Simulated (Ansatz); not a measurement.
Adsorption energy and surface dipole of H on graphene, one in a 3x3 cell, started at the site 'top C', worked from the runs' numbers; total energies count from the potentials' own zero.

Calculation: RPBE, at the PBE geometry (plane waves to 420 eV, PAW; Ansatz, a first-principles code).

Slab: 19 atoms; k 4x4x1, smearing 0.05 eV, dipole-corrected; single point; no symmetry held, on the structure that PBE left; spin-polarised, no spin-orbit, no U, no dispersion correction. At the end it is bonded to C. In PBE it is, or lies within 0.03 eV of, the lowest of the starts that converged; the order may differ at this level.

```tsv
quantity	value
slab with the adsorbate	-4555.009 eV
clean slab, same cell and mesh	-4540.529 eV
reference, ½ H2(g)	-16.036 eV
area of the cell	47.42 Å²
change of the step from the bottom to the top vacuum level	-0.370 eV
```

Problem. What is the adsorption energy against this reference?

Solution. E(slab + adsorbate) − E(slab) − E(reference) = 1.56 eV, so in this state the adsorbate is less stable than in the reference, at a coverage of 2.11 a nm².

Problem. What dipole does adsorption add to the slab along the outward normal (Helmholtz relation, ε₀ = 0.005526 e/(V·Å))?

Solution. p = −ε₀·A·ΔV = 0.097 e·Å = 0.47 D; its positive end points to the vacuum, which lowers the vacuum level.
